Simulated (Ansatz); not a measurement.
Functionals compared on the (11-22) surface of hcp Hf in its 1x1 cell, outermost plane spacing 1.35 Å in the ideal cut, in Ansatz (plane waves, PAW). The structure was relaxed with PBE; the other rows are single points on it, each with its references at the same level. Cutoff 420 eV (500 eV for r2SCAN).

Model: 18-atom slab, 10.8 Å thick at the start, 7x7x1 mesh, Fermi-Dirac 0.1 eV, dipole correction, all atoms relaxed; symmetry of the start imposed; no spin, no spin-orbit, no U. These notes are the PBE run's.

```json
[
 {"functional": "PBE", "surface energy (J/m²)": "1.96", "work function of the top face (eV)": "3.66", "rough cost of the single point": "–"},
 {"functional": "LDA", "surface energy (J/m²)": "2.16", "work function of the top face (eV)": "3.89", "rough cost of the single point": "around 11 core-minutes (rough)"},
 {"functional": "PBEsol", "surface energy (J/m²)": "2.13", "work function of the top face (eV)": "3.73", "rough cost of the single point": "roughly 11 core-minutes"},
 {"functional": "RPBE", "surface energy (J/m²)": "(withheld)", "work function of the top face (eV)": "(withheld)", "rough cost of the single point": "roughly 12 core-minutes"},
 {"functional": "r2SCAN", "surface energy (J/m²)": "2.17", "work function of the top face (eV)": "3.68", "rough cost of the single point": "very roughly 24 core-minutes"}
]
```

**Question.** Complete the blanks.

**Answer.** 
- RPBE, surface energy (J/m²): 1.84
- RPBE, work function of the top face (eV): 3.54

Ansatz is a quantum-chemistry and plane-wave program.
